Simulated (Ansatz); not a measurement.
**Effect of pressure 3 GPa on Sb**

Take Sb in the A7 type structure (space group R-3m, No. 166; a = 4.328 Å, c = 11.344 Å (hexagonal axes); layered) as the base.

One thing is altered: cell and atoms relaxed at a pressure of 3 GPa.

The values are results of r2SCAN+rVV10 in Ansatz (plane waves to 500 eV, PAW, no spin-orbit coupling), not measurements. Γ-centred 13×13×13 mesh, Fermi–Dirac width 0.05 eV.

- Density: 7.05 g/cm³ (base 6.59 g/cm³)
- Lattice parameter a: 4.276 Å (base 4.328 Å)
- c/a ratio: 2.541 (base 2.621)
- Shortest interatomic distance: 2.902 Å (base 2.920 Å)
- Enthalpy H = E + PV relative to the base's energy: +0.55 eV/atom
- Band gap: zero (base zero)

Cost of the whole job for the changed cell (relaxation, final SCF and bands): very roughly 5 core-minutes.

With Sb present, leaving out spin-orbit coupling can change the band edges. Load acts through the strain it causes; cell and atoms are relaxed under it. Whether these cells are dynamically stable was not tested.

Ansatz is a first-principles code.
